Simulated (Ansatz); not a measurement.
Data:

```
CELL_PARAMETERS angstrom
      0.01540     2.70105     2.70105
      2.70105     0.01540     2.70105
      2.71644     2.71644     0.00000
ATOMIC_POSITIONS crystal
  Si 0.00077 0.00077 0.99923
  Si 0.24923 0.24923 0.25077
```

No spin polarisation.

Computed with LDA in Ansatz (plane waves to 420 eV, PAW, no spin-orbit coupling). Settings: 11×11×11 k-points, 0.05 eV Fermi–Dirac smearing.

Task: Estimate the space group.

Result: Imma (No. 74).

Task: What is the computed gap character?

Result: Indirect, Γ → k = (0.455, 0.455, 0) in the run's primitive reciprocal basis.

The cells carry an imposed strain or load. No phonon test of stability was made. The cell was made from Si in the diamond structure (space group Fd-3m, No. 227) by this change: tensor shear ε_xy = +0.57 %.

Ansatz is a quantum-chemistry and plane-wave program.
